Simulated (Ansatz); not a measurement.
CsCl-type FeAl, treated with r²SCAN+rVV10 (plane waves, PAW; Ansatz, a quantum-chemistry and plane-wave program).

Numerical settings: plane-wave cutoff 560 eV, 18×18×18 k mesh, Fermi–Dirac smearing 0.05 eV, no spin polarisation, scalar-relativistic PAW data made under PBE.

Pressure at four volumes; x = ln(V/11.421 Å³). One pressure is withheld.

```
V (Å³/atom)        x  P (GPa)
-----------  -------  -------
10.736       -0.0619    14.02
11.421        0.0000    -0.04
11.878        0.0392    -7.25
12.106        0.0582        ?
```

### Question
Pass a parabola P(x) through the three rows shown, estimate the bulk modulus and its pressure derivative near zero pressure, and predict the withheld pressure.

### Answer
Slopes between the rows: (-0.04 − (14.02))/(0.0000 − (-0.0619)) = -227.14 and (-7.25 − (-0.04))/(0.0392 − (0.0000)) = -183.93 GPa. Their difference over the span 0.1011 is c = 43.21/0.1011 = 427.4 GPa, so P(x) = 14.02 + (-227.14)(x − (-0.0619)) + 427.4 (x − (-0.0619))(x − (0.0000)). At the middle row B = −dP/dx = −[-227.14 + 427.4 × 0.0619] = 200.7 GPa, and B′ = dB/dP = 2c/B = 4.3. At x = 0.0582 the parabola gives -10.27 GPa; the run gives -10.34 GPa. The Birch–Murnaghan fit to the energies at all volumes has B0 = 200 GPa and B′ = 4.2.

Measured, for comparison: bulk modulus 152 GPa (room temperature, no zero-point or thermal correction; as tabulated in Yamada et al. (2019), arXiv:1910.09660). Computed (rounded) less measured: bulk modulus +32 %.
